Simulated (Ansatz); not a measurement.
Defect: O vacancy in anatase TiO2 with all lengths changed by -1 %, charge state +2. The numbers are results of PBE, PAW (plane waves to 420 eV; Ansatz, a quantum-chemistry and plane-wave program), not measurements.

Settings: 108 host sites, the strained lattice (strain from the relaxed PBE one, atoms relaxed), the Γ point alone, smearing 0.01 eV, spin-restricted, no image-charge correction. Energies are static. The charge state is imposed; whether it is stable for some Fermi level was not computed. Forms of the defect that were not tried may lie lower.

Barriers: single points on a 2×2×2 k-point mesh shifted by half a step at the bands' geometries.

The step: a nearby O atom hops onto the vacant site. Atoms about the jump, Cartesian Å from the middle of the jump, before and after:

```tsv
atom	x0	y0	z0	x1	y1	z1
O1	0.00	-0.75	0.59	0.00	0.75	-0.59
Ti2	0.00	0.93	1.42	0.00	1.15	1.27
Ti3	0.00	-1.15	-1.27	0.00	-0.93	-1.42
O4	-1.83	-0.76	-1.60	-1.91	-0.93	-1.64
O5	-1.91	0.93	1.64	-1.83	0.76	1.60
O6	1.83	-0.76	-1.60	1.91	-0.93	-1.64
O7	1.91	0.93	1.64	1.83	0.76	1.60
O8	0.00	2.60	0.58	0.00	2.86	0.80
O9	0.00	-2.86	-0.80	0.00	-2.60	-0.58
Ti10	0.00	3.02	-1.27	0.00	2.84	-1.25
Ti11	0.00	-2.84	1.25	0.00	-3.02	1.27
O12	0.00	-1.03	-3.24	0.00	-0.94	-3.26
O13	0.00	0.94	3.26	0.00	1.03	3.24
O14	-1.83	2.64	-1.60	-1.86	2.73	-1.59
O15	1.83	2.64	-1.60	1.86	2.73	-1.59
O16	-1.86	-2.73	1.59	-1.83	-2.64	1.60
O17	1.86	-2.73	1.59	1.83	-2.64	1.60
```

Question: Give the saddle-point geometry and the barrier.

Answer: 
| atom | x | y | z |
|---|---|---|---|
| O1 | -0.01 | 0.00 | 0.00 |
| Ti2 | -0.01 | 1.14 | 1.38 |
| Ti3 | -0.01 | -1.14 | -1.37 |
| O4 | -1.90 | -0.99 | -1.65 |
| O5 | -1.90 | 0.99 | 1.66 |
| O6 | 1.88 | -0.99 | -1.65 |
| O7 | 1.88 | 0.99 | 1.66 |
| O8 | -0.01 | 2.81 | 0.64 |
| O9 | -0.01 | -2.81 | -0.63 |
| Ti10 | -0.01 | 3.07 | -1.33 |
| Ti11 | -0.01 | -3.07 | 1.33 |
| O12 | -0.01 | -0.94 | -3.28 |
| O13 | -0.01 | 0.93 | 3.28 |
| O14 | -1.84 | 2.65 | -1.59 |
| O15 | 1.82 | 2.65 | -1.59 |
| O16 | -1.84 | -2.66 | 1.59 |
| O17 | 1.82 | -2.66 | 1.59 |
It lies 0.092 eV above the start and 0.092 eV above the end. The saddle point's order was not checked, and it lies on a symmetry element of the cell, where a band can be held.
